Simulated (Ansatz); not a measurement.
Relaxation of the outer planes of the (100) surface of tetragonal indium in its 1x1 cell, outermost plane spacing 1.66 Å in the ideal cut.

Computed with PBE (plane waves to 420 eV, PAW; Ansatz, a program for electronic structure).

Slab: 7 atoms, 10.0 Å thick at the start (thin: gaps and levels are the slab's own); k 11x8x1, smearing 0.1 eV, dipole-corrected; all atoms relaxed; start symmetry kept, larger cells not searched; no spin, no spin-orbit, no U.

```json
[
 {"plane": "1", "atoms": "In", "bulk spacing to the next (Å)": "1.665", "relaxed spacing (Å)": "1.537", "change (%)": "-7.6", "rumpling (Å)": "0.00"},
 {"plane": "2", "atoms": "In", "bulk spacing to the next (Å)": "1.665", "relaxed spacing (Å)": "1.695", "change (%)": "1.8", "rumpling (Å)": "0.00"}
]
```
